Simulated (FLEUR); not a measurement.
# Convergence test for Al₂Au (Fm-3m, 3 atoms in the cell)

```
CELL_PARAMETERS angstrom
      0.00000     3.00000     3.00000
      3.00000     0.00000     3.00000
      3.00000     3.00000     0.00000
ATOMIC_POSITIONS crystal
  Au 0.00000 0.00000 0.00000
  Al 0.25000 0.25000 0.25000
  Al 0.75000 0.75000 0.75000
```

Method of the run: PBE, all-electron FLAPW (FLEUR), scalar-relativistic valence run with FLEUR.

The starting cell comes from a database of published, mostly measured structures (it also holds non-ambient and calculated ones), without a prior relaxation at this level. Values depend on the basis (sphere radii, cutoffs, local orbitals), which need not be converged.

Held fixed: Kmax = 4.4 1/bohr; GmaxXC = 17.6 1/bohr; xcFunctional = pbe; jspins = 1; l_soc = F; mode = gauss; fermiSmearingEnergy = 0.00999582 Htr; Gmax = 17.6 1/bohr; numbands = 0; maxIterBroyd = 25; imix = Anderson; alpha = 0.05; precondParam = 0; minDistance = 1e-05 me/bohr^3; ctail = T; kcrel = 0; coretail_lmax = 0; theta = 0. Moved along with it: kpt_gamma.

ΔE is the total energy (no entropy term) per atom less that of the last row (13 13 13).

```tsv
kpt_div	ΔE (meV/atom)	k-points	basis size
1 1 1	6859.5	1	531
2 2 2	425.7	3	544
3 3 3	85.9	4	531
4 4 4	-1.30	8	544
5 5 5	-11.4	10	533
7 7 7	2.6	20	534
8 8 8	-3.4	29	544
9 9 9	1.50	35	534
11 11 11	2.2	56	534
13 13 13	0.00	84	535
```

Energy within 5 meV/atom of the last row: from kpt_div = 7 7 7 on; the one before it is off by 11 meV/atom.
